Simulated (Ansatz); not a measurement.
The reference is SiC in the wurtzite structure (space group P6_3mc, No. 186; a = 3.076 Å, c = 5.048 Å). Axes: x lies along a and z along c of the hexagonal cell.

All numbers come from PBEsol (Ansatz, a quantum-chemistry and plane-wave program), no spin-orbit coupling.

Strains are applied to the cell and any free atomic positions relax.

One change was made to it. Results:

The band gap decreases by 0.125 eV to 2.00 eV; the hole mass is 0.30 mₑ along x, 2.6 mₑ along y, 1.6 mₑ along z (at Γ).

Which of these changes matches the shifts?
A) uniaxial strain ε_xx = −1.20 %
B) uniaxial strain ε_xx = −1.80 %
C) uniaxial strain ε_xx = −2.40 %
D) uniaxial strain ε_xx = −0.60 %
E) uniaxial strain ε_xx = −3.00 %

A, uniaxial strain ε_xx = −1.20 %. For comparison, the band gap in the other runs: uniaxial strain ε_xx = −2.40 % gives 1.86 eV; uniaxial strain ε_xx = −3.00 % gives 1.79 eV; uniaxial strain ε_xx = −1.80 % gives 1.93 eV; uniaxial strain ε_xx = −0.60 % gives 2.06 eV.

Effective masses come from finite differences of ±0.01 Å⁻¹. Gaps are read on the SCF mesh and a high-symmetry path. Whether these cells are dynamically stable was not tested.
